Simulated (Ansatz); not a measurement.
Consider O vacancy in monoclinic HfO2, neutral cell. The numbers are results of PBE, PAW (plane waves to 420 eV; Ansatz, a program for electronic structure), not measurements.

Cell of 96 host sites held at the relaxed PBE lattice; the Γ point alone; Fermi-Dirac width 0.01 eV, spin-restricted; finite-size errors left in. Energies are static. Spin-orbit coupling is left out. The charge state is imposed; whether it is stable for some Fermi level was not computed. Forms of the defect that were not tried may lie lower. The start lies 0.14 eV above the lowest site run (PBE).

Barriers: single points on a 2×2×2 k-point mesh shifted by half a step at the bands' geometries (they differ from the bands' own by up to 0.14 eV, and are uncertain by about as much).

The step: one O atom jumps into the vacancy from a nearby O site. Atoms about the jump, Cartesian Å from the middle of the jump, before and after:

```json
[
 {"atom": "O1", "x0": "-0.48", "y0": "-0.86", "z0": "0.77", "x1": "0.48", "y1": "0.86", "z1": "-0.77"},
 {"atom": "Hf2", "x0": "1.22", "y0": "0.22", "z0": "1.10", "x1": "1.23", "y1": "0.21", "z1": "1.10"},
 {"atom": "Hf3", "x0": "-1.23", "y0": "-0.21", "z0": "-1.10", "x1": "-1.22", "y1": "-0.22", "z1": "-1.10"},
 {"atom": "O4", "x0": "-0.01", "y0": "-1.67", "z0": "-1.85", "x1": "-0.04", "y1": "-1.71", "z1": "-1.83"},
 {"atom": "O5", "x0": "0.04", "y0": "1.71", "z0": "1.83", "x1": "0.01", "y1": "1.67", "z1": "1.85"},
 {"atom": "O6", "x0": "-2.34", "y0": "1.34", "z0": "0.12", "x1": "-2.34", "y1": "1.35", "z1": "0.13"},
 {"atom": "O7", "x0": "2.34", "y0": "-1.35", "z0": "-0.13", "x1": "2.34", "y1": "-1.34", "z1": "-0.12"},
 {"atom": "O8", "x0": "-2.81", "y0": "-1.34", "z0": "-0.13", "x1": "-2.75", "y1": "-1.34", "z1": "-0.11"},
 {"atom": "O9", "x0": "2.75", "y0": "1.34", "z0": "0.11", "x1": "2.81", "y1": "1.34", "z1": "0.13"},
 {"atom": "Hf10", "x0": "-1.68", "y0": "-2.37", "z0": "1.53", "x1": "-1.65", "y1": "-2.34", "z1": "1.50"},
 {"atom": "Hf11", "x0": "1.65", "y0": "2.34", "z0": "-1.50", "x1": "1.68", "y1": "2.37", "z1": "-1.53"},
 {"atom": "O12", "x0": "1.90", "y0": "-1.27", "z0": "2.52", "x1": "1.88", "y1": "-1.27", "z1": "2.50"},
 {"atom": "O13", "x0": "-1.88", "y0": "1.27", "z0": "-2.50", "x1": "-1.90", "y1": "1.27", "z1": "-2.52"},
 {"atom": "Hf14", "x0": "1.69", "y0": "-2.83", "z0": "-1.54", "x1": "1.68", "y1": "-2.83", "z1": "-1.53"},
 {"atom": "Hf15", "x0": "-1.68", "y0": "2.83", "z0": "1.53", "x1": "-1.69", "y1": "2.83", "z1": "1.54"},
 {"atom": "O16", "x0": "0.90", "y0": "1.67", "z0": "-3.37", "x1": "0.92", "y1": "1.69", "z1": "-3.42"},
 {"atom": "O17", "x0": "-0.92", "y0": "-1.69", "z0": "3.42", "x1": "-0.90", "y1": "-1.67", "z1": "3.37"},
 {"atom": "O18", "x0": "0.04", "y0": "-3.48", "z0": "1.83", "x1": "0.05", "y1": "-3.45", "z1": "1.80"},
 {"atom": "O19", "x0": "-0.05", "y0": "3.45", "z0": "-1.80", "x1": "-0.04", "y1": "3.48", "z1": "-1.83"},
 {"atom": "O20", "x0": "-2.37", "y0": "-1.27", "z0": "-2.77", "x1": "-2.38", "y1": "-1.28", "z1": "-2.78"},
 {"atom": "O21", "x0": "2.38", "y0": "1.28", "z0": "2.78", "x1": "2.37", "y1": "1.27", "z1": "2.77"}
]
```

**Question.** Give the saddle-point geometry and the barrier.

**Answer.** 
```json
[
 {"atom": "O1", "x": "0.00", "y": "0.00", "z": "-0.01"},
 {"atom": "Hf2", "x": "1.46", "y": "0.31", "z": "1.15"},
 {"atom": "Hf3", "x": "-1.46", "y": "-0.32", "z": "-1.16"},
 {"atom": "O4", "x": "-0.12", "y": "-1.75", "z": "-1.88"},
 {"atom": "O5", "x": "0.11", "y": "1.74", "z": "1.87"},
 {"atom": "O6", "x": "-2.39", "y": "1.33", "z": "0.12"},
 {"atom": "O7", "x": "2.38", "y": "-1.34", "z": "-0.13"},
 {"atom": "O8", "x": "-2.90", "y": "-1.42", "z": "-0.13"},
 {"atom": "O9", "x": "2.89", "y": "1.41", "z": "0.12"},
 {"atom": "Hf10", "x": "-1.75", "y": "-2.44", "z": "1.53"},
 {"atom": "Hf11", "x": "1.74", "y": "2.43", "z": "-1.54"},
 {"atom": "O12", "x": "1.92", "y": "-1.23", "z": "2.52"},
 {"atom": "O13", "x": "-1.93", "y": "1.22", "z": "-2.53"},
 {"atom": "Hf14", "x": "1.63", "y": "-2.81", "z": "-1.54"},
 {"atom": "Hf15", "x": "-1.64", "y": "2.80", "z": "1.52"},
 {"atom": "O16", "x": "0.88", "y": "1.62", "z": "-3.31"},
 {"atom": "O17", "x": "-0.89", "y": "-1.63", "z": "3.30"},
 {"atom": "O18", "x": "0.05", "y": "-3.40", "z": "1.75"},
 {"atom": "O19", "x": "-0.06", "y": "3.39", "z": "-1.77"},
 {"atom": "O20", "x": "-2.46", "y": "-1.35", "z": "-2.85"},
 {"atom": "O21", "x": "2.46", "y": "1.34", "z": "2.84"}
]
```
It lies 3.33 eV above the start and 3.33 eV above the end. The program found a first-order saddle point.
